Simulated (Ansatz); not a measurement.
La2Hf2O7 (Fd-3m, No. 227, 22 atoms in the cell; start mp-12533), treated with HSE06 (PAW; Ansatz, a program for electronic structure).

Numerical settings: plane-wave cutoff 460 eV, 4×4×4 k mesh, Fermi–Dirac smearing 0.01 eV, scalar-relativistic PAW data made under PBE.

Cell (relaxed with PBEsol):

```
Hf2La2O7
1.0
    0.00000     5.35462     5.35462
    5.35462     0.00000     5.35462
    5.35462     5.35462     0.00000
La Hf O
4 4 14
Cartesian
  4.01596   1.33865   4.01596
  1.33865   1.33865   1.33865
  1.33865   4.01596   4.01596
  4.01596   4.01596   1.33865
  4.01596   6.69327   4.01596
  6.69327   6.69327   6.69327
  6.69327   4.01596   4.01596
  4.01596   4.01596   6.69327
  0.00000   0.00000   0.00000
  2.67731   2.67731   2.67731
  5.35462   5.35462   3.14467
  8.03193   8.03193   5.82198
  5.35462   5.35462   7.56457
  8.03193   8.03193  10.24188
  3.14467   5.35462   5.35462
  5.82198   8.03193   8.03193
  7.56457   5.35462   5.35462
 10.24188   8.03193   8.03193
  5.35462   3.14467   5.35462
  8.03193   5.82198   8.03193
  5.35462   7.56457   5.35462
  8.03193  10.24188   8.03193
```

Q: Predict the band gap.

A: 
- band gap = 5.90 eV (on the SCF k mesh)

Note: cell and atoms aren't relaxed at this level (pressure 2.5 GPa).

Spin–orbit coupling is not included.

A start named mp-… is a Materials Project structure, which need not be a measured phase.
